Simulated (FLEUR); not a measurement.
Worked example: self-consistent single point of Tl3Ga (Fm-3m, 4 atoms in the cell) in FLEUR.

Method: PBEsol, all-electron FLAPW (FLEUR), scalar-relativistic valence with spin-orbit coupling in second variation (FLEUR).

```yaml
crystal:
  lattice:
    - [0.00000, 3.87739, 3.87739]
    - [3.87739, 0.00000, 3.87739]
    - [3.87739, 3.87739, 0.00000]
  atoms:
    - { symbol: Tl, position: [0.25000, 0.25000, 0.25000] }
    - { symbol: Tl, position: [0.75000, 0.75000, 0.75000] }
    - { symbol: Tl, position: [0.50000, 0.50000, 0.50000] }
    - { symbol: Ga, position: [0.00000, 0.00000, 0.00000] }
```

Reference input (self-consistent single point, DFT, PBEsol, all-electron FLAPW (FLEUR), scalar-relativistic valence): Kmax = 3.8 1/bohr; GmaxXC = 13.3 1/bohr; xcFunctional = PBEs; jspins = 1; l_soc = F; mode = hist; fermiSmearingEnergy = 0.00499791 Htr; mesh (inpgen div1-3) = 5 5 5; inpgen gamma flag = false; Gmax = 13.3 1/bohr; numbands = 0; maxIterBroyd = 99. This run's input differs from it in these lines:

```diff
@@ -18,2 +18,3 @@
 &kpt div1=5 div2=5 div3=5 /
+&soc 0.0 0.0 /
 &end /
@@ -31,5 +32,5 @@
       <magnetism jspins="1"/>
-      <soc l_soc="F" theta="0.0" phi="0.0" spav="F"/>
+      <soc l_soc="T" theta="0.0" phi="0.0" spav="F"/>
       <expertModes spex="0" secvar="F"/>
-      <geometryOptimization l_f="T" forcealpha="1.0" forcemix="BFGS" epsdisp="0.00001" epsforce="0.00001"/>
+      <geometryOptimization l_f="F" forcealpha="1.0" forcemix="BFGS" epsdisp="0.00001" epsforce="0.00001"/>
       <ldaU l_linMix="F" mixParam="0.05" spinf="1.0"/>
```

The program printed (abridged):

```
 Iteration:     1   Distance:       5.44659189 me/bohr^3
 Iteration:     2   Distance:       5.06564094 me/bohr^3
 Iteration:     3   Distance:       1.57553966 me/bohr^3
 Iteration:     4   Distance:       0.31025446 me/bohr^3
 Iteration:     5   Distance:       0.34927497 me/bohr^3
   [... 91 lines left out ...]
 Iteration:    97   Distance:       0.00036584 me/bohr^3
 Iteration:    98   Distance:       0.00032375 me/bohr^3
 Iteration:    99   Distance:       0.00034816 me/bohr^3
 Iteration:   100   Distance:       0.00036155 me/bohr^3
 Run finished successfully
 Stop message:
   all done

[file out, last iteration]
             iter=    100
[...]
          total density-effective poten   -1.1119176192E+05
          total charge density-energy d   -1.2035238450E+03
 Updated energy parameters for spin:           1
[...]
 fermi energy and band-weighting factors:
   [... 17 lines left out ...]

[...]
FERMIE:
   [... lines left out ...]
          first approx. to ef    (T=0)  :   0.210897 htr   (energy of the highest occ. eigenvalue)
FERHIS:  Fermi-Energy by histogram:
          bandgap                     :   0.002710 htr
          charge neutrality (T=0)     :   0.064000    (zero if the highest occ. eigenvalue is "entirely" occupied)
     EF_NEWTON:  Adjust Fermi-Energy by Newton-Method.
 Direct bandgap for spin            1 :    2.9055938309485441E-003  Htr
   [... lines left out ...]
 ---->    free energy=                    -62792.9515868649 htr
      extrapolation for T->0
 ---->    total electron energy=          -62792.9483730123 htr
 ***** TOTAL FORCES ON ATOMS *****
 TOTAL FORCE FOR ATOM TYPE=  1  X=  3.664   Y=  3.664   Z=  3.664
                       FX_TOT= 0.000000 FY_TOT= 0.000000 FZ_TOT= 0.000000
 TOTAL FORCE FOR ATOM TYPE=  2  X=  7.327   Y=  7.327   Z=  7.327
                       FX_TOT= 0.000000 FY_TOT= 0.000000 FZ_TOT= 0.000000
 TOTAL FORCE FOR ATOM TYPE=  3  X=  0.000   Y=  0.000   Z=  0.000
                       FX_TOT= 0.000000 FY_TOT= 0.000000 FZ_TOT= 0.000000
No new postions, force convergence required= 0.00001; max force distance= 0.00000
---->    distance of charge densities for spin  1                 it=  100:     0.000362 me/bohr**3
GENERALIZED ANDERSON MIXING: alpha=   0.05000 History-length=1
     ******* it=100  is completed********
```

The run ended unconverged after 100 iterations. 

The starting cell comes from a database of computed structures (which also holds hypothetical and non-ambient phases and stackings), without a prior relaxation at this level. Values depend on the basis (sphere radii, cutoffs, local orbitals), which need not be converged.

These are the values that this program gave, and no reference: the basis lacks p1/2 orbitals, which heavy p elements need under spin-orbit coupling.

Cost on one core of a shared machine: roughly 10 min.
